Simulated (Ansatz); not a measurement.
**GaP: isotropic strain −1.00 %**

Take GaP in the zinc blende structure (space group F-43m, No. 216; a = 5.451 Å) as the base.

Perturbation: every lattice vector is shortened by 1.00 %; the atoms relax in the strained cell.

All numbers come from r2SCAN, PAW, 500 eV (Ansatz, a program for electronic structure; no SOC). Settings: 10×10×10 k-points, 0.05 eV Fermi–Dirac smearing.

```json
[
 {"quantity": "shortest interatomic distance", "base": "2.360 Å", "changed": "2.337 Å", "shift": "-0.0236 Å"},
 {"quantity": "energy relative to the base (free energy F)", "base": "0 meV/atom", "changed": "+5.2 meV/atom", "shift": "+5.2 meV/atom"},
 {"quantity": "pressure", "base": "0.00 GPa", "changed": "2.83 GPa", "shift": "+2.83 GPa"},
 {"quantity": "band gap", "base": "1.85 eV", "changed": "1.79 eV", "shift": "-0.053 eV"},
 {"quantity": "gap character", "base": "indirect, Γ → Γ–X (87 % along)", "changed": "indirect, Γ → Γ–X (87 % along)", "shift": "–"},
 {"quantity": "smallest direct gap", "base": "2.36 eV", "changed": "2.63 eV", "shift": "+0.27 eV"},
 {"quantity": "mean gap deformation potential ΔEg/Δln V", "base": "–", "changed": "+1.8 eV", "shift": "–"},
 {"quantity": "electron mass", "base": "1.1 mₑ along k, 0.23 mₑ across (off the special points)", "changed": "1.1 mₑ along k, 0.22 mₑ across (off the special points)", "shift": "–"},
 {"quantity": "valley order (the lowest conduction-band minima on the path, energy above the VBM, named in the base's zone)", "base": "a point along ⟨100⟩, about 1.0 Å⁻¹ from Γ 1.85 eV; L along ⟨111⟩ 2.04 eV; Γ 2.36 eV", "changed": "a point along ⟨100⟩, about 1.0 Å⁻¹ from Γ 1.79 eV; L along ⟨111⟩ 2.14 eV; Γ 2.63 eV", "shift": "–"}
]
```

Masses are band curvatures over ±0.01 Å⁻¹ around the edge. Along k means along the line from Γ to the band edge. Whether these cells are dynamically stable was not tested.
